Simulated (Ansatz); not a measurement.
Defect migration in wurtzite GaN: interstitial C, neutral cell. These are PBE, PAW (plane waves to 420 eV; Ansatz, a quantum-chemistry and plane-wave program) values and carry that method's errors.

Cell of 72 host sites held at the relaxed PBE lattice; one k-point at (0.125, 0.250, 0.250); Fermi-Dirac width 0.01 eV, spin-restricted; finite-size errors left in. No zero-point or tunnelling terms. The charge state is imposed; whether it is stable for some Fermi level was not computed. Sites that were not tried may lie lower. The order of the sites in energy changes with the mesh.

Barriers: single points on a 2×2×2 k-point mesh shifted by half a step along c at the bands' geometries (they differ from the bands' own by up to 0.12 eV, and are uncertain by about as much).

Relaxed starting cell (atoms counted from 1):

```
Ga36CN36
1.0
    9.65543     0.00000     0.00000
   -4.82771     8.36185     0.00000
    0.00000     0.00000    10.48619
Ga N C
36 36 1
Direct
  0.22527   0.11592   0.25399
  0.21949   0.10772   0.75056
  0.22436   0.44622   0.25006
  0.22427   0.44530   0.75122
  0.22574   0.77832   0.25424
  0.22162   0.77720   0.75071
  0.55601   0.11185   0.25116
  0.55514   0.10996   0.75027
  0.55507   0.44517   0.24764
  0.55535   0.44213   0.74909
  0.55374   0.77831   0.25278
  0.56081   0.77829   0.75231
  0.89207   0.11784   0.25337
  0.88976   0.11187   0.74891
  0.89192   0.44632   0.24797
  0.88890   0.44320   0.74761
  0.89124   0.78217   0.24716
  0.87978   0.76471   0.71656
  0.11273   0.22507   0.50223
  0.11312   0.22583   0.99985
  0.11196   0.55608   0.50077
  0.11448   0.55746   0.99997
  0.11306   0.89039   0.49656
  0.12647   0.89493   0.01307
  0.44466   0.22280   0.50112
  0.43995   0.21735   0.00081
  0.44545   0.55657   0.50099
  0.45006   0.55978   0.99923
  0.44530   0.88989   0.50345
  0.44496   0.88953   0.00072
  0.77781   0.22390   0.50031
  0.77712   0.22519   0.99996
  0.77489   0.55028   0.48929
  0.76526   0.52737   0.99908
  0.77718   0.89250   0.49470
  0.77486   0.91443   0.01104
  0.22286   0.11394   0.44070
  0.22161   0.11213   0.93868
  0.22370   0.44617   0.43873
  0.22709   0.44847   0.93895
  0.22399   0.77786   0.44102
  0.22485   0.77895   0.93898
  0.55555   0.11157   0.43917
  0.55508   0.11149   0.93887
  0.55240   0.44310   0.43449
  0.54709   0.43407   0.93817
  0.55369   0.77784   0.43969
  0.55848   0.78303   0.94034
  0.89163   0.11612   0.43958
  0.89266   0.12664   0.93629
  0.89143   0.44438   0.43445
  0.89326   0.44249   0.93644
  0.88816   0.77773   0.43687
  0.82287   0.70725   0.88917
  0.11266   0.22410   0.18863
  0.11242   0.22299   0.68987
  0.11376   0.55779   0.18809
  0.11159   0.55482   0.68889
  0.11908   0.89377   0.19980
  0.10964   0.88628   0.68543
  0.44517   0.22262   0.18872
  0.44174   0.21859   0.68859
  0.44631   0.55795   0.18764
  0.44650   0.55584   0.68931
  0.44529   0.89024   0.18916
  0.44490   0.88729   0.69090
  0.77779   0.22421   0.18805
  0.77696   0.22071   0.68760
  0.77929   0.55762   0.18497
  0.77053   0.53975   0.67312
  0.77614   0.89520   0.19818
  0.77886   0.89208   0.68187
  0.90655   0.82449   0.96752
```

End state 1 differs by these moves (Å; atoms that move under 0.08 Å are left out):

```tsv
atom	element	Δx	Δy	Δz
9	Ga	-0.02	-0.03	0.08
15	Ga	0.01	-0.04	0.07
18	Ga	0.09	0.22	0.01
23	Ga	0.03	0.03	-0.07
24	Ga	0.12	0.07	-0.14
26	Ga	0.05	0.09	0.00
33	Ga	0.01	0.05	0.08
34	Ga	0.00	0.12	0.18
36	Ga	-0.11	-0.17	-0.04
38	N	0.07	0.07	-0.01
46	N	0.03	0.11	0.01
48	N	-0.14	-0.06	-0.04
50	N	0.01	-0.13	0.03
54	N	0.73	1.08	0.02
59	N	-0.05	-0.04	-0.15
60	N	0.12	0.10	-0.13
69	N	0.00	-0.09	0.18
70	N	0.01	0.18	0.13
73	C	-0.32	-0.54	-0.01
```

Question: What is the computed forward and backward barriers to end state 1 (PBE, PAW)?

Answer: forward 0.19 eV, backward 0.19 eV; at the saddle point atom 54 has neighbours C at 1.30; Ga at 1.84 Å. The saddle point's order was not checked, and it lies on a symmetry element of the cell, where a band can be held.
